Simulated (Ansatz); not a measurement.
## KZnF3 under a change: isotropic strain +3.00 %

Consider KZnF3 in the cubic perovskite structure (space group Pm-3m, No. 221; a = 4.052 Å).

The change: every lattice vector is stretched by 3.00 %; the atoms relax in the strained cell.

Level of theory: PBEsol in Ansatz (plane waves to 420 eV, PAW, without spin-orbit coupling). Settings: 8×8×8 k-points, 0.05 eV Fermi–Dirac smearing.

The volume per atom rises by 1.23 Å³, from 13.31 Å³ to 14.54 Å³ and the space group stays Pm-3m (No. 221). The shortest interatomic distance grows by 6.1 pm, from 202.6 pm to 208.7 pm and the energy grows by 24 meV/atom. The pressure shrinks by 57.4 kbar, from 0.1 kbar to -57.3 kbar and the band gap drops by 0.22 eV, from 3.71 eV to 3.49 eV. The gap character is still indirect, R → Γ and the mean gap deformation potential ΔEg/Δln V amounts to -2.5 eV. The width of the top valence band falls by 0.48 eV, from 1.82 eV to 1.34 eV and the electron mass changes from 0.44 mₑ (at Γ) to 0.43 mₑ (at Γ).

Final structure:

```xyz
5
Lattice="4.1738 0.0000 0.0000 0.0000 4.1738 0.0000 0.0000 0.0000 4.1738" Properties=species:S:1:pos:R:3 pbc="T T T"
K      0.0000     0.0000     0.0000
Zn     2.0869     2.0869     2.0869
F      2.0869     0.0000     2.0869
F      0.0000     2.0869     2.0869
F      2.0869     2.0869     0.0000
```

Masses are band curvatures over ±0.01 Å⁻¹ around the edge. Whether these cells are dynamically stable was not tested. Many cubic perovskites are stable only at high temperature; tilts and polar distortions were not tested.

Ansatz is a program for electronic structure.
